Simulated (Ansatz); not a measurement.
The (21-30) face of hcp Re can be cut between different planes. Symmetric, stoichiometric slabs relaxed in the 1x1 cell (32.9 Å²): top plane Re, 0.30 Å over the next in the ideal cut; top plane Re, 0.61 Å over the next in the ideal cut.

Calculation: PBE (plane waves to 420 eV, PAW; Ansatz, a quantum-chemistry and plane-wave program).

Q: Order them by surface energy (lowest first) at the level PBE.

A: the cut with an outer spacing of 0.30 Å (3.15 J/m²), the cut with an outer spacing of 0.61 Å (3.51 J/m²)
